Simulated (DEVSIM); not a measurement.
System: illuminated Si n-on-p cell, one wavelength, at 400 K.

Layer 1 from the left is Si, thickness (μm) 0.0990, Nd (cm⁻³) 1.6e19, τn (s) 8.5e-8, τp (s) 1.4e-6, absorption coefficient (cm⁻¹) 3500. Layer 2 from the left is Si, thickness (μm) 220, Na (cm⁻³) 4.9e16, τn (s) 8.5e-6, τp (s) 8.5e-6, absorption coefficient (cm⁻¹) 3500.

Left contact: ohmic, minority hole recombination velocity 2e6 cm/s. Right contact: ohmic, minority electron recombination velocity 2000 cm/s. Voltage is applied to the left contact. Recombination: SRH at mid-gap, radiative, Auger. Light enters at the left, 7.2e17 photons cm⁻² s⁻¹, one pass, no reflection. Mobility is μmin + (μ − μmin)/(1 + (N/Nref)^α).

Constants are typed, rounded textbook-type inputs, not results; the design itself was drawn at random and stands for no fabricated device. Values at 300 K; Nc and Nv go as T^1.5, mobilities as T to minus their exponent, the gap by Varshni's rule with the affinity fixed.

Si: gap (eV) 1.124, affinity (eV) 4.05, permittivity 11.7, Nc (cm⁻³) 2.86e19, Nv (cm⁻³) 3.1e19, μn (cm²/Vs) 1417, μp (cm²/Vs) 470, μn,min 52, μp,min 45, Nref,n 9.7e16, Nref,p 2.2e17, αn 0.68, αp 0.72, T exponent of μn 2.3, T exponent of μp 2.2, B (cm³/s) 4.7e-15, Cn (cm⁶/s) 2.8e-31, Cp (cm⁶/s) 9.9e-32, Varshni α (eV/K) 0.000473, Varshni β (K) 636.

Model (solved in DEVSIM): 1D drift-diffusion, Boltzmann statistics, complete ionisation; no tunnelling, impact ionisation, image-force lowering or self-heating.

Q: What does the simulation give for the potential step across the device at zero bias, the open-circuit voltage?

A: potential step across the device at zero bias 0.824 V; open-circuit voltage 0.455 V.
